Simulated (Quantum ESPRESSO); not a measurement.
Quantum ESPRESSO run on Li2Pd (P6/mmm, 3 atoms in the cell): self-consistent single point.

Method: PBEsol, spin-orbit coupling, PseudoDojo fully relativistic norm-conserving (PBESOL) pseudopotentials (plane waves; Quantum ESPRESSO).

```xyz
3
Lattice="4.2051 0.0000 0.0000 -2.1026 3.6417 0.0000 0.0000 0.0000 2.6799" Properties=species:S:1:pos:R:3 pbc="T T T"
Li     0.0000     2.4278     1.3399
Li     2.1026     1.2139     1.3399
Pd     0.0000     0.0000     0.0000
```

Reference input (self-consistent single point, DFT, PBEsol, plane waves, GBRV 1.5 ultrasoft (PBESOL) pseudopotentials): ecutwfc = 40 Ry; ecutrho = 320 Ry; occupations = smearing; smearing = fd; degauss = 0.0073499 Ry; potentials = {Li: li_pbesol_v1.4.uspp.F.UPF, Pd: pd_pbesol_v1.4.uspp.F.UPF}; K_POINTS = automatic 9 9 12 0 0 0; conv_thr = 1e-10 Ry; mixing_beta = 0.5. This run's input differs from it in these lines:

```diff
@@ -13,4 +13,3 @@
  ntyp = 2
- ecutwfc = 40
- ecutrho = 320
+ ecutwfc = 85
  occupations = 'smearing'
@@ -18,2 +17,4 @@
  degauss = 0.0073499
+ noncolin = .true.
+ lspinorb = .true.
 /
@@ -24,4 +25,4 @@
 ATOMIC_SPECIES
-Li     6.9400  li_pbesol_v1.4.uspp.F.UPF
-Pd   106.4200  pd_pbesol_v1.4.uspp.F.UPF
+Li     6.9400  Li.upf
+Pd   106.4200  Pd.upf
 ATOMIC_POSITIONS {bohr}
```

Output, abridged:

```
     Self-consistent Calculation

     iteration #  1     ecut=    85.00 Ry     beta= 0.50

     total energy              =    -297.13194681 Ry
     estimated scf accuracy    <       2.30401064 Ry

     iteration #  2     ecut=    85.00 Ry     beta= 0.50

     total energy              =    -298.20759441 Ry
     estimated scf accuracy    <       2.94616573 Ry

     iteration #  3     ecut=    85.00 Ry     beta= 0.50

     total energy              =    -298.35708584 Ry
     estimated scf accuracy    <       0.29897940 Ry

   [... 11 blocks of this kind left out ...]

     iteration # 15     ecut=    85.00 Ry     beta= 0.50

     total energy              =    -298.39217032 Ry
     estimated scf accuracy    <          4.5E-09 Ry

     iteration # 16     ecut=    85.00 Ry     beta= 0.50
     End of self-consistent calculation

     the Fermi energy is     8.5818 ev

!    total energy              =    -298.39217032 Ry
     estimated scf accuracy    <          6.4E-11 Ry
     smearing contrib. (-TS)   =      -0.00216584 Ry
     internal energy E=F+TS    =    -298.39000448 Ry

     convergence has been achieved in  16 iterations

     Forces acting on atoms (cartesian axes, Ry/au):

     atom    1 type  1   force =    -0.00000000    0.00000000   -0.00000000
   [... zero for the other atoms too ...]

     Total force =     0.000000     Total SCF correction =     0.000000

          total   stress  (Ry/bohr**3)                   (kbar)     P=       -3.83
  -0.00000971  -0.00000000  -0.00000000           -1.43       -0.00       -0.00
  -0.00000000  -0.00000971  -0.00000000           -0.00       -1.43       -0.00
  -0.00000000  -0.00000000  -0.00005873           -0.00       -0.00       -8.64

   JOB DONE.
```

The run converged in 16 iterations. Against the reference run the pressure stays at -0.38 GPa.

The starting cell comes from a database of computed structures (which also holds hypothetical and non-ambient phases and stackings), without a prior relaxation at this level.

Cost on one core of a shared machine: roughly 5 min.
